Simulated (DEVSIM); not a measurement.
System: abrupt Si p-n junction, at 300 K.

```
layer (left to right)  material  thickness (μm)  Nd (cm⁻³)  Na (cm⁻³)  τn (s)  τp (s)
---------------------  --------  --------------  ---------  ---------  ------  ------
1                            Si            2.00          -     3.8e16  1.1e-7  1.1e-7
2                            Si            7.00     1.7e17          -  1.1e-7  1.1e-7
```

Left contact: ohmic. Right contact: ohmic. Voltage is applied to the left contact. Recombination: SRH at mid-gap. Mobility is μmin + (μ − μmin)/(1 + (N/Nref)^α).

This is a model device: material constants are rounded textbook-type values typed into the input, and sizes, dopings and lifetimes were drawn at random. Values at 300 K.

| parameter | Si |
|---|---|
| gap (eV) | 1.124 |
| affinity (eV) | 4.05 |
| permittivity | 11.7 |
| Nc (cm⁻³) | 2.86e19 |
| Nv (cm⁻³) | 3.1e19 |
| μn (cm²/Vs) | 1417 |
| μp (cm²/Vs) | 470 |
| μn,min | 52 |
| μp,min | 45 |
| Nref,n | 9.7e16 |
| Nref,p | 2.2e17 |
| αn | 0.68 |
| αp | 0.72 |

DEVSIM, 1D drift-diffusion, Boltzmann statistics, complete ionisation; no tunnelling, impact ionisation, image-force lowering or self-heating.

Q: Tabulate band edges, carrier densities and field at 0.9 V on the left contact.

A: Energies count from the Fermi level of the right contact; mesh points crowd at the junctions.

| x (μm) | Ec (eV) | Ev (eV) | n (cm⁻³) | p (cm⁻³) | field (V/cm) |
|---|---|---|---|---|---|
| 0.000 | 0.051 | -1.073 | 3100 | 3.8e16 | 390 |
| 0.02784 | 0.052 | -1.072 | 1.3e15 | 3.9e16 | 380 |
| 0.08717 | 0.054 | -1.070 | 4.1e15 | 4.2e16 | 340 |
| 0.2136 | 0.058 | -1.066 | 9.3e15 | 4.7e16 | 280 |
| 0.6200 | 0.067 | -1.057 | 2.4e16 | 6.2e16 | 180 |
| 1.249 | 0.076 | -1.048 | 4.3e16 | 8.1e16 | 130 |
| 1.661 | 0.081 | -1.043 | 5.4e16 | 9.2e16 | 110 |
| 1.890 | 0.083 | -1.041 | 6.0e16 | 9.8e16 | 97 |
| 1.962 | 0.084 | -1.040 | 6.3e16 | 9.9e16 | -280 |
| 1.994 | 0.075 | -1.049 | 8.9e16 | 7.1e16 | -8700 |
| 2.017 | 0.056 | -1.068 | 1.9e17 | 3.4e16 | -2200 |
| 2.089 | 0.055 | -1.069 | 2.0e17 | 3.2e16 | 100 |
| 2.220 | 0.057 | -1.067 | 2.0e17 | 3.1e16 | 100 |
| 2.502 | 0.059 | -1.065 | 2.0e17 | 3.1e16 | 100 |
| 3.426 | 0.069 | -1.055 | 2.0e17 | 2.9e16 | 100 |
| 5.108 | 0.087 | -1.037 | 1.9e17 | 2.4e16 | 110 |
| 7.182 | 0.110 | -1.014 | 1.9e17 | 1.6e16 | 120 |
| 8.171 | 0.122 | -1.002 | 1.8e17 | 8.6e15 | 130 |
| 8.715 | 0.129 | -0.995 | 1.7e17 | 3.4e15 | 130 |
| 8.881 | 0.131 | -0.993 | 1.7e17 | 1.5e15 | 140 |
| 8.958 | 0.132 | -0.992 | 1.7e17 | 5.3e14 | 140 |
| 9.000 | 0.133 | -0.992 | 1.7e17 | 680 | 140 |
